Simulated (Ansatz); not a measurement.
We consider PbI2 (P6₃mc, No. 186), described by PBE0 (Ansatz, a program for electronic structure, PAW).

Run with plane-wave cutoff 460 eV, 6×6×2 k mesh (along the axes of the cell as run), Fermi–Dirac smearing 0.01 eV, scalar-relativistic PAW data made under PBE.

Cell (relaxed with PBEsol):

```cif
data_I4Pb2
_chemical_formula_sum 'Pb2 I4'
_space_group_name_H-M_alt 'P63mc'
_space_group_IT_number 186
_space_group_name_Hall 'P 6c -2c'
_cell_length_a 4.53950
_cell_length_b 4.53950
_cell_length_c 14.20974
_cell_angle_alpha 90.000
_cell_angle_beta 90.000
_cell_angle_gamma 120.000
loop_
_atom_site_label
_atom_site_type_symbol
_atom_site_symmetry_multiplicity
_atom_site_Wyckoff_symbol
_atom_site_fract_x
_atom_site_fract_y
_atom_site_fract_z
_atom_site_occupancy
Pb1 Pb 2 b 0.33333 0.66667 0.00001 1
I1 I 2 b 0.33333 0.66667 0.36886 1
I2 I 2 a 0.00000 0.00000 0.13112 1
```

Task: Estimate the band gap that the calculation returns.

Result: 
* **band gap**: 3.62 eV (on the SCF k mesh)

Note: the cell comes from a level without a dispersion term, which matters for the spacing of layers, chains or molecules; cell and atoms aren't relaxed at this level (pressure 1.2 GPa).

Spin–orbit coupling is not included; with these elements it can move the gap by several tenths of an eV or more.

Static lattice: no zero-point or thermal effects.

It cost roughly 5 core-minutes of CPU time.
